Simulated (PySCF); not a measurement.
PySCF 2.14.0, unrestricted BP86/def2-svp, df: W(F)4(OH) ([OH][W]([F])([F])([F])[F]), charge 0, multiplicity 2, 7 atoms. The geometry is a generated start, not checked to be a minimum at this level.

```yaml
task: energy
method: bp86
basis: def2-svp
two_electron_scheme: density fitting
mol.max_memory: 3000 MB
mf.max_cycle: 100
mf.conv_tol: 1e-09 (default)
mf.grids.level: 3 (default)
effective_core_potentials: those of the basis set, past Kr
basis_functions: 107
grid_points: 105248
```

```xyz
7

W     -0.0448    -0.3702    -0.0405
F      1.5357    -1.2259    -0.4555
F     -1.1996     0.2310     1.4045
F     -1.6514     0.1866    -0.9854
F     -0.7322    -2.0703    -0.0906
O      0.8476     1.1861     0.0273
H      1.2447     2.0626     0.1403
```

Charge 0 and multiplicity 2 are set for this test and not shown to be the ground state.

With the defaults (mf.DIIS = CDIIS, mf.diis_space = 8, mf.diis = true, newton = off, mf.damp = 0, mf.diis_start_cycle = 1, mf.level_shift = 0, mf.init_guess = minao) it converges in 16 Fock builds. One run each on 2 threads, 1 BLAS thread, with these changes:
- mf.diis_space = 3
- mf.diis = false, mf.damp = 0.7, mf.diis_start_cycle = 999
- mf.DIIS = ADIIS
- mf.init_guess = atom
- mf.diis_space = 20
- mf.diis = false
- mf.level_shift = 0.3 Hartree
- newton = Hessian by the SCF's own integrals
- mf.DIIS = EDIIS

Problem. Which of these changes keep the SCF from converging, or lead it to another solution?

Solution. No convergence: mf.DIIS = EDIIS; mf.diis_space = 3; mf.diis = false (the run ends without SCF convergence in 100 cycles). The rest reach the solution of the defaults.

```tsv
setting	Fock builds	end
the defaults	16	same solution
mf.diis_space = 20	16	same solution
mf.init_guess = atom	17	same solution
mf.DIIS = ADIIS	24	same solution
mf.diis = false, mf.damp = 0.7, mf.diis_start_cycle = 999	28	same solution
mf.level_shift = 0.3 Hartree	39	same solution
newton = Hessian by the SCF's own integrals	48	same solution
mf.DIIS = EDIIS	101	no convergence
mf.diis_space = 3	101	no convergence
mf.diis = false	101	no convergence
```

Under newton the count holds the products with the orbital Hessian.
